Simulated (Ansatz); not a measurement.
The reference is Se (space group P3_121, No. 152; a = 4.5294 Å, c = 5.0424 Å; made of chains).

Method: DFT with PBE, PAW potentials and a 420 eV plane-wave cutoff in Ansatz (a first-principles code), without spin-orbit coupling, earlier PAW set.

One change was made to it. Results:

| quantity | base | after |
|---|---|---|
| band gap | 1.04 eV | 0.62 eV |
| smallest direct gap | 1.23 eV | 0.72 eV |
| gap character | indirect, L → H | indirect, L–H (67 % along) → H |
| volume per atom | 29.86 Å³ | 25.67 Å³ |
| c/a ratio | 1.113 | 1.224 |

Problem. What was done to the base?
A. pressure 1.5 GPa
B. pressure 5 GPa
C. pressure 3 GPa

Solution. A, pressure 1.5 GPa. For comparison, the band gap in the other runs: pressure 3 GPa gives 0.42 eV; pressure 5 GPa gives 0.26 eV.

Load acts through the strain it causes; cell and atoms are relaxed under it. No phonon test of stability was made. Competing high-pressure phases were not computed. No dispersion term is included, though the crystal is made of layers, chains or molecules, so its spacings can come out too wide. The zero or small gap of Se under pressure 5 GPa can change with the level of theory.
